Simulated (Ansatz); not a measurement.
# Several settings converged on a (110) slab of CoAl (cut from a parent of space group no. 221; 10 atoms in the cell)

```yaml
crystal:
  lattice:
    - [2.85142, 0.00000, 0.00000]
    - [0.00000, 4.03252, 0.00000]
    - [0.00000, 0.00000, 22.06500]
  atoms:
    - { symbol: Al, position: [0.50000, 0.25000, 0.31724] }
    - { symbol: Co, position: [0.00000, 0.75000, 0.31724] }
    - { symbol: Al, position: [0.50000, 0.75000, 0.40862] }
    - { symbol: Co, position: [0.00000, 0.25000, 0.40862] }
    - { symbol: Al, position: [0.50000, 0.25000, 0.50000] }
    - { symbol: Co, position: [0.00000, 0.75000, 0.50000] }
    - { symbol: Al, position: [0.50000, 0.75000, 0.59137] }
    - { symbol: Co, position: [0.00000, 0.25000, 0.59137] }
    - { symbol: Al, position: [0.50000, 0.25000, 0.68276] }
    - { symbol: Co, position: [0.00000, 0.75000, 0.68276] }
```

Base method: PBEsol, PAW files made with PBE (plane waves; Ansatz, an electronic-structure program).

Base settings: basis.ecutwfc = 420 eV; kpoints.mp_grid.grid = 9 7 1; hamiltonian.xc = pbesol; hamiltonian.pseudopotentials = {kind: paw} (the program's default PAW files); scf.occupations.method = gaussian; scf.occupations.width = 0.1 eV.

The count of work is k-points × plane waves × bands × iterations; it is no time. Core times come from one kind of shared machine, to one figure; runs under 30 s give none.

**The vacuum**

The mesh stays at the base's, so the ladder's end is converged at best in this setting alone.

Only quantities that move along the ladder and can be compared are tabulated.

| vacuum between outermost atoms (Å) | free energy less the last step's (meV/atom) | largest difference of a force vector from the last step's (eV/Å) | count of work / last |
|---|---|---|---|
| 3.0 | -124.53 | 0.980 | 0.25 |
| 4.0 | -37.22 | 0.362 | 0.32 |
| 5.0 | -5.89 | 0.045 | 0.31 |
| 6.0 | -0.61 | 0.009 | 0.34 |
| 7.0 | -0.08 | 0.003 | 0.40 |
| 8.0 | -0.02 | 0.001 | 0.43 |
| 10.0 | 0.00 | 0.000 | 0.48 |
| 12.0 | 0.00 | 0.000 | 0.53 |
| 14.0 | 0.00 | 0.000 | 0.54 |
| 17.0 | 0.00 | 0.000 | 0.66 |
| 20.0 | 0.00 | 0.000 | 0.74 |
| 25.0 | 0.00 | 0.000 | 0.87 |
| 30.0 | 0.00 | 0.000 | 1.0 |

Smallest vacuum between outermost atoms (Å) that holds the free energy within 0.5 meV/atom of the last step, with all finer ones: 7.0, at 0.40 of the last step's count of work; the step before is off by 0.61 meV/atom.

Smallest vacuum between outermost atoms (Å) that holds the forces within 0.005 eV/Å of the last step, with all finer ones: 7.0, at 0.40 of the last step's count of work; the step before is off by 0.009 eV/Å.

**The plane-wave cutoff**

The mesh stays at the base's, so the ladder's end is converged at best in this setting alone.

Only quantities that move along the ladder and can be compared are tabulated.

| basis.ecutwfc | free energy less the last step's (meV/atom) | largest difference of a force vector from the last step's (eV/Å) | count of work / last | core time / last (rough) |
|---|---|---|---|---|
| 210 eV | 4107.64 | 0.564 | 0.13 | – |
| 250 eV | 948.34 | 0.066 | 0.16 | – |
| 295 eV | 147.06 | 0.015 | 0.20 | – |
| 355 eV | 6.97 | 0.005 | 0.28 | – |
| 420 eV | 1.39 | 0.000 | 0.33 | – |
| 505 eV | 0.55 | 0.000 | 0.46 | 0.4 |
| 630 eV | 0.25 | 0.000 | 0.60 | 0.6 |
| 840 eV | 0.00 | 0.000 | 1.0 | 1 |

Coarsest basis.ecutwfc that holds the forces within 0.005 eV/Å of the last step, with all finer ones: 355 eV, at 0.28 of the last step's count of work; the step before is off by 0.015 eV/Å.

Coarsest basis.ecutwfc that holds the free energy within 5 meV/atom of the last step, with all finer ones: 420 eV, at 0.33 of the last step's count of work; the step before is off by 7.0 meV/atom.

**The depth of the slab**

On the (110) slab of CoAl (cut from a parent of space group no. 221; 2 atoms in the cell), and deeper slabs.

Surface energy = (E_slab − N e_bulk)/2A, with e_bulk from the bulk crystal on its finest mesh (364 k-points); errors per atom of slab and bulk, whose meshes differ, grow with N. The bulk cell stands at -5.6 GPa at this level, so the slab is strained in the plane.

The mesh stays at the base's, so the ladder's end is converged at best in this setting alone.

Only quantities that move along the ladder and can be compared are tabulated.

```csv
atoms,unrelaxed surface energy (J/m²),count of work / last,core time / last (rough)
2,2.477,0.021,–
4,2.587,0.045,–
6,2.537,0.077,–
8,2.530,0.12,–
10,2.535,0.16,–
14,2.522,0.30,0.3
16,2.524,0.37,0.3
18,2.527,0.51,0.5
22,2.524,0.67,0.6
28,2.526,1.0,1
```

Smallest size that holds the unrelaxed surface energy within 0.02 J/m² of the last step, with all finer ones: 6, at 0.077 of the last step's count of work; the step before is off by 0.061 J/m².

On the base run: the starting cell has typed, rounded lattice constants, without a prior relaxation at this level. The slab is cut from that crystal, and its faces are unrelaxed. Its lattice was rescaled by up to half a per cent. Spin polarisation is off.

Left out of this page: 1 run of the series outside the window shown, repeating another row's setting, or not comparable.

Keys are those of Ansatz 0.2.
